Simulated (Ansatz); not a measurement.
Start from SnTe in the rock salt structure (space group Fm-3m, No. 225).

```yaml
crystal:
  lattice:
    - [0.00000, 3.14456, 3.14456]
    - [3.14456, 0.00000, 3.14456]
    - [3.14456, 3.14456, 0.00000]
  atoms:
    - { symbol: Sn, position: [0.00000, 0.00000, 0.00000] }
    - { symbol: Te, position: [0.50000, 0.50000, 0.50000] }
```

Cartesian axes are those of the cell as printed.

The values are results of Ansatz (a quantum-chemistry and plane-wave program) PBEsol, no SOC, not measurements.

Modification: the cell is stretched by 3.00 % along z with no lateral relaxation, atoms relaxed at fixed cell.

Q: How does this affect the stress?

A: The stress (xx, yy, zz, yz, xz, xy; compression positive) amounts to (-0.09, -0.09, -3.41, 0.00, 0.00, 0.00) GPa.

Q: How does this affect the energy relative to the base?

A: The energy increases by 11 meV/atom.

The cells carry an imposed strain or load. Stability against distortions was not tested.
